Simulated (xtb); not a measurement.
xtb 6.7.1, GFN2-xTB: CO[Si](C)OC, charge +1, multiplicity 1, 15 atoms. The geometry is a generated start, not checked to be a minimum at this level.

| Property | Result |
|---|---|
| method | GFN2-xTB |
| --acc | 1 (default) |
| --etemp (K) | 300 (default) |
| detailed input (--input) | none: ANC optimiser, Lindh (1995) Hessian, microcycle=20, maxdispl=1.0, hlow=0.01 (default) |
| basis functions | 39 |
| valence electrons | 36 |

```xyz
15

C     -2.3525    -1.1076     0.0435
O     -0.9748    -0.7738    -0.0423
Si     0.0666     0.3966     0.0215
C     -0.1945     2.2305     0.2451
O      1.5747     0.0121    -0.0951
C      2.4904    -1.0569    -0.2798
H     -2.9600    -0.4032    -0.5212
H     -2.4654    -2.1085    -0.3717
H     -2.6588    -1.1074     1.0885
H      0.3298     2.8010    -0.5215
H     -1.2488     2.5013     0.2064
H      0.1999     2.5644     1.2053
H      3.4898    -0.6462    -0.1353
H      2.3974    -1.4548    -1.2897
H      2.3061    -1.8474     0.4463
```

Charge 1 and multiplicity 1 are set for this test and not shown to be the ground state.

The structure is relaxed from this start with --opt LEVEL for the levels crude, sloppy, loose, lax, normal, tight, vtight, extreme, once each. Up to the end of the extreme run atoms move by at most 0.75 Å along an axis.

### Question
What is the loosest level that ends within 1 meV of the extreme run, and how many cycles does it take?

### Answer
vtight: 94 cycles against 97, ending 0.0036 meV above.

```
level    cycles  energy above the extreme run (meV)  gradient norm (eV/Å)
-------  ------  ----------------------------------  --------------------
crude         1                                 3.3                 0.099
sloppy        1                                 3.3                 0.099
loose         1                                 3.3                 0.099
lax           1                                 3.3                 0.099
normal        4                                 2.8                 0.029
tight         6                                 2.6                0.0085
vtight       94                          under 0.01                0.0028
extreme      97                                   —                0.0020
```
